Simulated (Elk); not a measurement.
Band structure of SmGa (Cmcm, 4 atoms in the cell).

```xyz
4
Lattice="2.2090 -5.5624 0.0000 2.2090 5.5624 0.0000 0.0000 0.0000 4.1287" Properties=species:S:1:pos:R:3 pbc="T T T"
Sm     2.2090    -4.0050     1.0322
Sm     2.2090     4.0050     3.0966
Ga     2.2090    -0.8022     1.0322
Ga     2.2090     0.8022     3.0966
```
Moments meant for the start (each program seeds them in its own way; μB, in the order of the atoms Sm Sm Ga Ga): 5.0 5.0 0.0 0.0.

Method: PBEsol, all-electron FP-LAPW, Elk's shipped species files, default APW+lo basis (Elk).

Settings: xctype = 22; spinpol = true; swidth = 0.00499791 Ha; ngridk = 4 4 4; reducebf = 0.7; nempty = 12 per atom; maxscl = 100; bfcmt = [[0.0, 0.0, -1.25], [0.0, 0.0, -1.25], [0.0, 0.0, 0.0], [0.0, 0.0, 0.0]].

The starting cell comes from a database of computed structures (which also holds hypothetical and non-ambient phases and stackings), without a prior relaxation at this level. Spin-orbit coupling is off. The magnetic order is the one reached from the typed start; others were not searched systematically. With U or open f shells several self-consistent states can exist. The f electrons are in the valence without U or exact exchange, which can misplace them near the Fermi level. Spin-orbit terms, which matter for f shells, are left out. Values depend on the basis (sphere radii, cutoffs, local orbitals), which need not be converged.

Levels in eV from the Fermi level, bands 34 to 41 of the first spin channel:
| point | 34 | 35 | 36 | 37 | 38 | 39 | 40 | 41 |
|---|---|---|---|---|---|---|---|---|
| Γ | -0.19 | -0.16 | -0.10 | 0.11 | 0.51 | 1.08 | 1.80 | 2.17 |
| X | -0.18 | -0.16 | -0.16 | 0.00 | 0.09 | 1.51 | 1.55 | 2.31 |
| S | -0.19 | -0.19 | -0.11 | -0.02 | 0.13 | 1.10 | 1.64 | 2.78 |
| R | -0.20 | -0.17 | -0.17 | -0.08 | -0.08 | 0.23 | 0.23 | 4.02 |
| A | -0.21 | -0.19 | -0.19 | -0.02 | -0.02 | 0.35 | 0.35 | 3.52 |
| Z | -0.20 | -0.18 | -0.18 | -0.15 | -0.15 | 0.18 | 0.18 | 3.98 |
| Y | -0.17 | -0.14 | 0.06 | 0.10 | 0.40 | 0.54 | 2.49 | 2.58 |
| X1 | -0.18 | -0.16 | -0.16 | 0.00 | 0.09 | 1.51 | 1.55 | 2.31 |
| A1 | -0.21 | -0.19 | -0.18 | -0.02 | -0.02 | 0.35 | 0.35 | 3.52 |
| T | -0.20 | -0.15 | -0.15 | 0.29 | 0.29 | 0.91 | 0.91 | 2.43 |

Bands cross the Fermi level along this path, so the cell is metallic at this level.

The net moment of the cell came out as 12.30 μB.
